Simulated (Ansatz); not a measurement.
Cubic perovskite BaZrO₃, treated with LDA+SOC (PAW; Ansatz, an electronic-structure program).

Numerical settings: plane-wave cutoff 520 eV, 8×8×8 k mesh, Fermi–Dirac smearing 0.01 eV, PAW data made under PBE.

The cell has the measured lattice: a = 4.191 Å, b = 4.191 Å, c = 4.191 Å, α = 90.00°, β = 90.00°, γ = 90.00°.

Estimate the band gap and smallest direct gap on the k points sampled that the calculation returns.


- band gap: 3.10 eV (indirect)
- smallest direct gap on the k points sampled: 3.26 eV

Measured, for comparison: band gap 5.3 eV (temperature not stated, not corrected to a static lattice, first of three measured values (5.3, 4.86, 4.8), our sources range from 4.86 to 5.30; as tabulated in Lindman et al. (2015), arXiv:1503.06612). Computed (rounded) less measured: band gap -2.20 eV (-1.76 eV to -2.20 eV over the range).

Note: cell and atoms aren't relaxed at this level (pressure -5.1 GPa).

The computed numbers hold no vibrational or temperature effects.

The result took around 60 core-seconds (rough).
